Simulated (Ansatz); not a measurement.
The starting structures come from a database of crystals and need not be the phases stable at ambient conditions.

**Evanescent states of RbTl(SO4)2 (R32, not sure to be the ambient phase, 12 atoms a cell, 14.9 Å³ an atom) along the normal of (101)**

All values below come from r2SCAN (plane waves, PAW; Ansatz, an electronic-structure program).

The gap is the functional's own, uncorrected, and κ follows it; spin-orbit coupling is left out. Mid-gap values are interpolated between the computed energies.

Energies count from the valence-band top; κ is the least over a 6×4 mesh across the current.

```json
[
 {"E (eV)": "0.07", "κ (1/Å)": "0.240", "where": "off Γ"},
 {"E (eV)": "0.21", "κ (1/Å)": "0.336", "where": "Γ"},
 {"E (eV)": "0.35", "κ (1/Å)": "0.368", "where": "Γ"},
 {"E (eV)": "0.49", "κ (1/Å)": "0.395", "where": "Γ"},
 {"E (eV)": "0.63", "κ (1/Å)": "0.417", "where": "Γ"},
 {"E (eV)": "0.77", "κ (1/Å)": "0.417", "where": "Γ"},
 {"E (eV)": "0.91", "κ (1/Å)": "0.416", "where": "Γ"},
 {"E (eV)": "1.05", "κ (1/Å)": "0.414", "where": "Γ"},
 {"E (eV)": "1.19", "κ (1/Å)": "0.410", "where": "Γ"},
 {"E (eV)": "1.33", "κ (1/Å)": "0.405", "where": "Γ"},
 {"E (eV)": "1.47", "κ (1/Å)": "0.398", "where": "Γ"},
 {"E (eV)": "1.61", "κ (1/Å)": "0.390", "where": "Γ"},
 {"E (eV)": "1.75", "κ (1/Å)": "0.379", "where": "Γ"},
 {"E (eV)": "1.89", "κ (1/Å)": "0.366", "where": "Γ"},
 {"E (eV)": "2.03", "κ (1/Å)": "0.349", "where": "Γ"},
 {"E (eV)": "2.17", "κ (1/Å)": "0.328", "where": "Γ"},
 {"E (eV)": "2.31", "κ (1/Å)": "0.301", "where": "Γ"},
 {"E (eV)": "2.45", "κ (1/Å)": "0.264", "where": "Γ"},
 {"E (eV)": "2.59", "κ (1/Å)": "0.206", "where": "Γ"},
 {"E (eV)": "2.73", "κ (1/Å)": "0.074", "where": "Γ"}
]
```

Q: How thick must the barrier be to attenuate the transmission by 10^4 when the electrodes' Fermi level lies at 1.19 eV, and what attenuation does that film give at 2.03 eV?

A: d = 4 ln 10 / (2 × 0.410) = 11.2 Å. At 2.03 eV it gives 4 × 0.349/0.410 = 3.4 decades.
